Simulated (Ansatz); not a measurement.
Given:

```yaml
crystal:
  lattice:
    - [4.32667, 0.00000, 0.00000]
    - [-2.16334, 3.74701, 0.00000]
    - [0.00000, 0.00000, 6.89701]
  atoms:
    - { symbol: Cd, position: [0.66667, 0.33333, 0.49740] }
    - { symbol: Cd, position: [0.33333, 0.66667, 0.99740] }
    - { symbol: Se, position: [0.66667, 0.33333, 0.87846] }
    - { symbol: Se, position: [0.33333, 0.66667, 0.37846] }
```

Calculation: PBEsol with spin-orbit coupling, rigid bands (plane waves, PAW; Ansatz, a quantum-chemistry and plane-wave program). Condition of this run: uniaxial stress zz = 1 GPa (compression positive) (the target of the relaxation). Cell: cell and atoms relaxed with PBEsol, then loaded as said.

Q: Predict the electron conductivity mass (n e² τ/σ) at 300 K, by direction if it differs.

A: 0.066 (x), 0.066 (y), 0.061 (z) mₑ.

Q: Predict the hole conductivity mass (n e² τ/σ) at 300 K, by direction if it differs.

A: 1.13 (x), 1.13 (y), 0.66 (z) mₑ.

Q: And the band gap?

A: 0.45 eV at this level; semilocal functionals usually fall short of the measured gap.

Rigid bands, one relaxation time for all states, no polarons.
